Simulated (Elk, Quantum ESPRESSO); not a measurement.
An Elk input for a self-consistent single point of InNi3N (Pm-3m, 5 atoms in the cell) (DFT, LDA (PW92), all-electron FP-LAPW, Elk's shipped species files, APW+lo basis with extra local orbitals):

```
tasks
  0

xctype
  3

rgkmax
  8.0

gmaxvr
  14.0

nxlo
  2

lorbcnd
  .true.

rmtscf
  0.81

lmaxi
  2

stype
  0

swidth
  0.00367493

scale
  7.11115846

avec
    1.0000000000    0.0000000000    0.0000000000
    0.0000000000    1.0000000000    0.0000000000
    0.0000000000    0.0000000000    1.0000000000

atoms
  3   : nspecies
  'In.in'   : spfname
  1   : natoms; atposl, bfcmt below
  0.0000000000  0.0000000000  0.0000000000    0.0 0.0 0.0
  'Ni.in'   : spfname
  3   : natoms; atposl, bfcmt below
  0.5000000000  0.5000000000  0.0000000000    0.0 0.0 0.0
  0.0000000000  0.5000000000  0.5000000000    0.0 0.0 0.0
  0.5000000000  0.0000000000  0.5000000000    0.0 0.0 0.0
  'N.in'   : spfname
  1   : natoms; atposl, bfcmt below
  0.5000000000  0.5000000000  0.5000000000    0.0 0.0 0.0

ngridk
  9 9 9
```

### Question
Write the same calculation as an input for Quantum ESPRESSO.

### Answer
One input that does it (others would too):

```fortran
&control
  calculation = 'scf'
  prefix = 'pwscf'
  outdir = './work'
  pseudo_dir = './'
  tprnfor = .true.
  tstress = .true.
/
&system
  ibrav = 1
  celldm(1) = 7.1111584597
  nat = 5
  ntyp = 3
  ecutwfc = 50
  ecutrho = 350
  occupations = 'smearing'
  smearing = 'gauss'
  degauss = 0.0073499
/
&electrons
  conv_thr = 1.0d-9
  mixing_beta = 0.7
/
ATOMIC_SPECIES
In   114.8180  In.pz-dn-kjpaw_psl.1.0.0.UPF
Ni    58.6934  Ni.pz-n-kjpaw_psl.1.0.0.UPF
N     14.0070  N.pz-n-kjpaw_psl.1.0.0.UPF
ATOMIC_POSITIONS angstrom
In    0.0000000000    0.0000000000    0.0000000000
Ni    1.8815315000    1.8815315000    0.0000000000
Ni    0.0000000000    1.8815315000    1.8815315000
Ni    1.8815315000    0.0000000000    1.8815315000
N     1.8815315000    1.8815315000    1.8815315000
K_POINTS automatic
9 9 9  0 0 0
```

Basis, cutoffs, solver keys and any potentials are the target program's own. This input uses DFT, LDA (PZ), plane waves, PSlibrary PAW (LDA) pseudopotentials. LDA parametrisations can differ slightly between programs.

The starting cell comes from a database of computed structures (which also holds hypothetical and non-ambient phases and stackings), without a prior relaxation at this level. For this run, on top of that: lattice scaled by 0.98.
